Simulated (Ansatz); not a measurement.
Seebeck coefficient (μV/K, mean over directions) of n-type monolayer SnSe against carrier density, HSE06, rigid bands (Ansatz, a quantum-chemistry and plane-wave program). Computed gap 1.37 eV; densities at which minority carriers matter at this gap, or further valleys turn the trend, are left out. Conductivity mass 0.145 mₑ (harmonic mean over directions), N_c = 5.5e12 cm⁻² at 300 K.

| electron density | 300 K | 500 K |
|---|---|---|
| 1.9e9 cm⁻² | -864 | -911 |
| 1.9e10 cm⁻² | ___ | -713 |
| 1.9e11 cm⁻² | -467 | -514 |
| 5.7e11 cm⁻² | -372 | -420 |
| 1.9e12 cm⁻² | -269 | ___ |
| 5.7e12 cm⁻² | -176 | -223 |
| 1.9e13 cm⁻² | -84 | -126 |
| 5.7e13 cm⁻² | -36 | -63 |
| 1.9e14 cm⁻² | ___ | -48 |

### Question
Fill in the missing entries.

### Answer

- 1.9e10 cm⁻², 300 K: -665
- 1.9e12 cm⁻², 500 K: -316
- 1.9e14 cm⁻², 300 K: -30

Rigid bands with a gap fixed in temperature, one relaxation time for all states, no polarons or phonon drag, and whether or not such doping can be reached. Spin-orbit coupling is left out. Geometry: cell and atoms relaxed with PBE.
